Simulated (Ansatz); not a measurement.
The starting structures come from a database of crystals and need not be the phases stable at ambient conditions.

The decay constant κ of evanescent states in the gap governs leakage through a thin film.

Data:

```yaml
crystal:
  lattice:
    - [5.97937, 0.00000, 0.00000]
    - [0.00000, 11.82765, 0.00000]
    - [2.98968, 3.94255, 1.72610]
  atoms:
    - { symbol: B, position: [0.00000, 0.81595, 0.46672] }
    - { symbol: B, position: [0.00000, 0.18405, 0.53328] }
    - { symbol: B, position: [0.53328, 0.81595, 0.46672] }
    - { symbol: B, position: [0.46672, 0.18405, 0.53328] }
    - { symbol: B, position: [0.46672, 0.28267, 0.06656] }
    - { symbol: B, position: [0.53328, 0.71733, 0.93344] }
    - { symbol: B, position: [0.00000, 0.98718, 0.68626] }
    - { symbol: B, position: [0.00000, 0.01282, 0.31374] }
    - { symbol: B, position: [0.31374, 0.98718, 0.68626] }
    - { symbol: B, position: [0.68626, 0.01282, 0.31374] }
    - { symbol: B, position: [0.68626, 0.67344, 0.62748] }
    - { symbol: B, position: [0.31374, 0.32656, 0.37252] }
    - { symbol: P, position: [0.00000, 0.59474, 0.00000] }
    - { symbol: P, position: [0.00000, 0.40526, 0.00000] }
```

Space group of this cell: R-3m. The cell is taken as given.

Transport runs along the normal of the first two printed cell vectors, the (100) plane of the conventional cell.

The gap is the functional's own, uncorrected, and κ follows it; spin-orbit coupling is left out. Mid-gap values are interpolated between the computed energies.

### Question
Predict the band gap and the smallest decay constant κ at mid-gap from Ansatz (a first-principles code) with r2SCAN.

### Answer
Gap 2.67 eV on a 18×18×18 mesh; κ = 0.290 1/Å, at (0.000, 0.500) of the in-plane reciprocal vectors. At the zone centre, at the nearest computed energy, the slowest state has κ = 0.32 1/Å.
